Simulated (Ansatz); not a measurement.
An Ansatz (a first-principles code) run: WSi2 with a change (biaxial strain +0.50 %, plane normal [001], relaxed out of plane); LDA in Ansatz (plane waves to 420 eV, PAW, spin-orbit coupling left out).

Input:

Ansatz 0.2 input:
```yaml
crystal:
  lattice:
    - [3.201203033, 0, 0]
    - [0, 3.201203033, 0]
    - [1.6006015165, -1.6006015165, 3.8768484567]
  atoms:
    - { symbol: Si, position: [0.3346538584, 0.6653461416, 0.3306922832] }
    - { symbol: Si, position: [0.6653461416, 0.3346538584, 0.6693077168] }
    - { symbol: W, position: [0, 0, 0] }
basis: { ecutwfc: 420, ecutrho_ratio: 4, xc_grid: 2, fft_grid_basis: typed }
kpoints: { mp_grid: { grid: [25, 25, 25] } }
hamiltonian:
  xc: lda
  dispersion: none
  pseudopotentials: { kind: paw }
scf: { occupations: { method: fermi_dirac, width: 0.1 } }
relax: { f_tol: 0.005, max_steps: 50, cell: { stress_tol: 0.01, fix: [a, b, gamma] } }
output: { forces: true, stress: true }
checkpoint: { write: state.ck, write_every: 1000 }
```

Output (explanatory and most iteration lines left out):

```
Relaxation: its limit of steps is 50 (relax.max_steps)
Pseudopotential: Si, paw, valence charge 4
Pseudopotential: W, paw, valence charge 14
Crystal: 3 atoms, lattice volume = 39.729 Å³
Basis set: ecut = 420 eV, 769 PW (Γ), exchange–correlation on 48×48×64 points (8 copies of the dense FFT grid, shifted against one another)
Bands: 15, of which v1, the nominal top of the filled ones, is band 11 counted from 1 (10 counted from 0)
Symmetry: 16 space group operations
Space group: I4/mmm (ITA 139), of the structure as read, at distance tolerance 3.4e-5 Å
k-points: 1183 of 15625
Functional: x = slater, c = lda
SCF iter   1: F=—  HF=-11348.466293 eV  |F-HF|=—  |Δ(HF+E_count)|=         —  Δρ=6.57e-3  dr2=1.61e-2  ethr=1.77e-3  ⟨swp⟩=5.0  Hψ=102699  notcnv=0
SCF iter   2: F=—  HF=-11348.463133 eV  |F-HF|=—  |Δ(HF+E_count)|=   3.16e-3  Δρ=3.36e-3  dr2=2.57e-3  ethr=7.32e-5  ⟨swp⟩=1.0  Hψ=27217  notcnv=0
SCF 1 converged in 6 iterations: F = -11348.462573 eV  dr2 = 1.25e-9
relax step   1: F+E_penalty+E_count = -11348.46257326 eV  Δ(F+E_penalty+E_count) = +0.000e0 eV  max|allowed force component| = 1.658e-2 eV/Å  Δτ_max = 0.0000 Å  P = -1.617 GPa  Ω = 39.729 Å³  fix = [a, b, gamma]  reactions: a -2.614, b -2.614 GPa  (6 SCF iters, dr2 threshold 1.00e-7 eV, accepted)
[... steps on the carried basis left out ...]
relax step   3: F+E_penalty+E_count = -11348.46261135 eV  Δ(F+E_penalty+E_count) = -4.369e-6 eV  max|allowed force component| = 6.706e-4 eV/Å  Δτ_max = 0.0002 Å  P = -1.781 GPa  Ω = 39.757 Å³  energy of the carried Pulay correction = -9.050e-6 eV  fix = [a, b, gamma]  reactions: a -2.668, b -2.668 GPa  (3 SCF iters, dr2 threshold 1.99e-8 eV, accepted)
Crystal: 3 atoms, lattice volume = 39.757 Å³
SCF iter   1: F=—  HF=-11348.462620 eV  |F-HF|=—  |Δ(HF+E_count)|=         —  Δρ=3.64e-5  dr2=1.80e-8  ethr=1.80e-8  ⟨swp⟩=3.1  Hψ=153842  notcnv=0
SCF iter   2: F=—  HF=-11348.462621 eV  |F-HF|=—  |Δ(HF+E_count)|=   2.68e-7  Δρ=1.85e-5  dr2=5.40e-9  ethr=8.18e-11  ⟨swp⟩=2.0  Hψ=25700  notcnv=0
SCF 4 converged in 5 iterations: F = -11348.462621 eV  dr2 = 1.07e-13
SCF converged after 5 iterations
Free energy (F): -11348.462621 eV
Internal energy: -11348.452777 eV  (E = F + TS)
E sigma→0 (E₀):  -11348.457699 eV
Entropy (-TS):   -0.009843 eV (-3.281 meV/atom)
Fermi energy:    16.765847 eV
--- Forces (eV/Å), atoms counted from 1 ---
  atom   1  Si     0.00000000     0.00000000    -0.00061600
  atom   2  Si     0.00000000     0.00000000     0.00061600
  atom   3  W     -0.00000000     0.00000000     0.00000000
--- Stress (GPa, compression-positive) ---
       -2.667035       0.000000       0.000000
        0.000000      -2.667035       0.000000
        0.000000       0.000000      -0.007487
  P = ⅓ Tr σ = -1.7805 GPa (-17.805 kbar)
--- Relaxed structure (3 steps of the walk, 3 accepted, 1 SCFs on fresh bases) ---
  cell:  # Å, volume = 39.7568 Å³
    - [3.201203033, 0.0, 0.0]
    - [0.0, 3.201203033, 0.0]
    - [1.6006015165, -1.6006015165, 3.879580275458785]
  atoms:
    - { symbol: Si, position: [0.33476486572303726, 0.6652351342769629, 0.3304702685539255] }
    - { symbol: Si, position: [0.665235134276963, 0.3347648657230372, 0.6695297314460744] }
    - { symbol: W, position: [2.1934315057584778e-36, 1.5667367898274844e-36, 0.0] }
```

Whether these cells are dynamically stable was not tested. The final runs are not spin-polarised. The cell was made from WSi₂ (space group I4/mmm, No. 139) by this change: biaxial strain +0.50 %, plane normal [001], relaxed out of plane.
